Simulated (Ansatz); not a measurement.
What tensor shear ε_xy = +2.00 % does to PbS

Base system: PbS in the rock salt structure (space group Fm-3m, No. 225; a = 5.845 Å). Axes: x, y, z lie along the cube axes.

One thing is altered: tensor shear ε_xy = +2.00 % (engineering shear γ = 0.0400); the atoms relax in the strained cell.

Computed with Kohn–Sham DFT with the LDA functional, run in Ansatz (a quantum-chemistry and plane-wave program) with PAW and 420 eV plane waves, scalar-relativistic without spin-orbit coupling. k-mesh 10×10×10 (Γ-centred); smearing 0.05 eV (Fermi–Dirac).

| quantity | base | changed | shift |
|---|---|---|---|
| space group | Fm-3m (No. 225) | Immm (No. 71) | – |
| energy relative to the base (free energy F) | 0 meV/atom | +2.4 meV/atom | +2.4 meV/atom |
| pressure (mean of the normal stresses, compression positive) | 0.0 GPa | 0.0 GPa | 0.0 GPa |
| band gap | 0.06 eV | zero | – |
| stress (xx, yy, zz, yz, xz, xy; compression positive) (rough) | – | (0.0, 0.0, 0.0, 0.0, 0.0, -0.8) GPa | – |

Final structure:

```
PbS
1.0
    0.05845     2.92251     2.92251
    2.92251     0.05845     2.92251
    2.98096     2.98096     0.00000
Pb S
1 1
Direct
  0.00000   0.00000   0.00000
  0.50000   0.50000   0.50000
```

A case with no gap was solved on a k-mesh chosen for an insulator, which is coarse for it. Without a gap, meshes like the base's 10×10×10 leave anisotropic stresses uncertain by several tenths of a GPa, and small strain energies with them. With Pb present, leaving out spin-orbit coupling can change the band edges. Stability against distortions was not tested. All final runs are without spin polarisation. The zero or small gap of PbS can change with the level of theory.
